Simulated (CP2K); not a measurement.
Input and output of a self-consistent single point for CaC2 (P1, 6 atoms in the cell) (CP2K).

Computed with PBEsol, GPW, DZVP-MOLOPT-SR-GTH basis, GTH-PBE potentials (GTH_POTENTIALS) in CP2K.

The change in words: atoms moved at random. Reference geometry:
```xyz
6
Lattice="3.9550 0.0000 0.0000 1.7019 3.5701 0.0000 -1.8852 -1.1897 7.1495" Properties=species:S:1:pos:R:3 pbc="T T T"
Ca     0.6812     2.0548     5.3621
Ca     3.0905     0.3256     1.7874
C      0.8457    -0.1678     4.0046
C      2.9261     2.5482     3.1449
C      2.6167     0.9499     6.7197
C      1.1551     1.4305     0.4298
```

Reference input (self-consistent single point, DFT PBEsol, GPW, DZVP-MOLOPT-SR-GTH basis, GTH-PBE potentials (GTH_POTENTIALS)): CUTOFF = 500 Ry; REL_CUTOFF = 50 Ry; KPOINTS/SCHEME = MONKHORST-PACK 5 5 3; XC_FUNCTIONAL = PBE:PBESOL; Ca/BASIS_SET = DZVP-MOLOPT-SR-GTH-q10; Ca/POTENTIAL = GTH-PBE-q10; C/BASIS_SET = DZVP-MOLOPT-SR-GTH-q4; C/POTENTIAL = GTH-PBE-q4; METHOD = GPW; EPS_DEFAULT = 1e-11; NGRIDS = 5; SCF_GUESS = ATOMIC. This run's input differs from it in these lines:

```diff
@@ -68,8 +68,8 @@
     &COORD
-      Ca       0.68124927     2.05477507     5.36211225
-      Ca       3.09053673     0.32562593     1.78737075
-      C        0.84571470    -0.16775600     4.00456842
-      C        2.92607130     2.54815700     3.14491458
-      C        2.61671311     0.94993379     6.71965608
-      C        1.15507289     1.43046721     0.42982692
+      Ca       0.72294430     2.06799479     5.35005822
+      Ca       3.08792636     0.33488378     1.82615670
+      C        0.78187786    -0.19080112     3.98019583
+      C        2.90711967     2.57636555     3.13729323
+      C        2.60082930     0.96424347     6.76024370
+      C        1.21466051     1.38851653     0.39450132
     &END COORD
```

Output, abridged:

```
 SCF WAVEFUNCTION OPTIMIZATION

  Step     Update method      Time    Convergence         Total energy    Change
     1 NoMix/Diag. 0.20E+00      -     1.87910319       -95.7535575796 -9.58E+01
     2 Broy./Diag. 0.20E+00      -     0.01703561       -94.6872804708  1.07E+00
     3 Broy./Diag. 0.20E+00      -     0.05217784       -95.4673216192 -7.80E-01
     4 Broy./Diag. 0.20E+00      -     0.00607434       -96.0137021343 -5.46E-01
     5 Broy./Diag. 0.20E+00      -     0.00391270       -95.9579593545  5.57E-02
     6 Broy./Diag. 0.20E+00      -     0.00051842       -95.9602675890 -2.31E-03
   [... 6 lines left out ...]
    13 Broy./Diag. 0.20E+00      -     0.00002243       -95.9687128711  2.96E-04
    14 Broy./Diag. 0.20E+00      -     0.00001187       -95.9685896530  1.23E-04
    15 Broy./Diag. 0.20E+00      -     0.00001388       -95.9685317328  5.79E-05
    16 Broy./Diag. 0.20E+00      -     0.00000090       -95.9685286282  3.10E-06
  *** SCF run converged in    16 steps ***

  Overlap energy of the core charge distribution:               0.00000912783151
  Self energy of the core charge distribution:               -198.00402748853682
  Core Hamiltonian energy:                                     49.80355916790465
  Hartree energy:                                              69.07241035960011
  Exchange-correlation energy:                                -16.84047979497879

  Total energy:                                               -95.96852862817936

 ENERGY| Total FORCE_EVAL ( QS ) energy [hartree]            -95.968552517409492

 FORCES| Atomic forces [hartree/bohr]
 FORCES|   Atom     x               y               z               |f|
 FORCES|      1 -1.79819051E-03 -5.22150237E-03  5.35131137E-03   7.68987057E-03
   [... lines left out ...]

 STRESS| Analytical stress tensor [bar]
 STRESS|                        x                   y                   z
 STRESS|      x       -4.11020815925E+04   9.47128492440E+02  -2.44950596393E+04
 STRESS|      y        9.47128492440E+02  -3.62428867370E+04   3.04203792333E+04
 STRESS|      z       -2.44950596393E+04   3.04203792333E+04  -3.75073350099E+04
 STRESS| 1/3 Trace                                            -3.82841011131E+04
```

The run converged in 16 iterations. Against the reference run the free energy goes up by 14.6 meV/atom, the pressure goes from -4.54 to -3.83 GPa, the largest force goes from 0.209 to 2.308 eV/Å and the gap on the mesh hardly changes (2.135 to 2.140 eV).

The starting cell comes from a database of computed structures (which also holds hypothetical and non-ambient phases and stackings), without a prior relaxation at this level. Its lattice was rescaled by a random factor within 2.5 % of one. For this run, on top of that: atoms moved at random. Values carry the incompleteness of an atom-centred basis. The potentials were made for another functional than the one used. With a pressure of about -4 GPa the cell is away from its equilibrium volume at this level. Forces in this geometry exceed 1 eV/Å.

Cost on one core of a shared machine: roughly 60 s.
